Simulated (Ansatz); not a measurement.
Band structure of HfIr3 (Pm-3m, 4 atoms in the cell).

```
CELL_PARAMETERS angstrom
      3.87090     0.00000     0.00000
      0.00000     3.87090     0.00000
      0.00000     0.00000     3.87090
ATOMIC_POSITIONS crystal
  Hf 0.00000 0.00000 0.00000
  Ir 0.00000 0.50000 0.50000
  Ir 0.50000 0.00000 0.50000
  Ir 0.50000 0.50000 0.00000
```

Computed with PBEsol, PAW files made with PBE (plane waves; Ansatz, a quantum-chemistry and plane-wave program).

Settings: kpoints.mp_grid.grid = 7 7 7; hamiltonian.xc = pbesol; hamiltonian.pseudopotentials = {kind: paw} (an earlier, softer set of the program's PAW files); scf.occupations.method = gaussian; scf.occupations.width = 0.2 eV; kpoints.band_path.npoints = 8.

The starting cell comes from a database of computed structures (which also holds hypothetical and non-ambient phases and stackings), without a prior relaxation at this level. Its lattice was rescaled by a random factor within 2.5 % of one. Spin-orbit coupling is off. Spin polarisation is off.

Levels in eV from the Fermi level, bands 35 to 42:
```
point     35     36     37     38     39     40    41    42
-----  -----  -----  -----  -----  -----  -----  ----  ----
Γ       0.01   1.44   2.06   2.06   2.06   3.04  3.04  3.04
X      -1.85  -1.26  -1.13  -1.13   0.40   2.03  2.03  2.07
M      -1.86  -1.81  -1.71  -1.71  -0.74  -0.73  2.99  2.99
R      -1.80  -0.23   0.91   0.91   0.91   1.48  1.48  1.48
```

Bands cross the Fermi level along this path, so the cell is metallic at this level.

Keys are those of Ansatz 0.2.
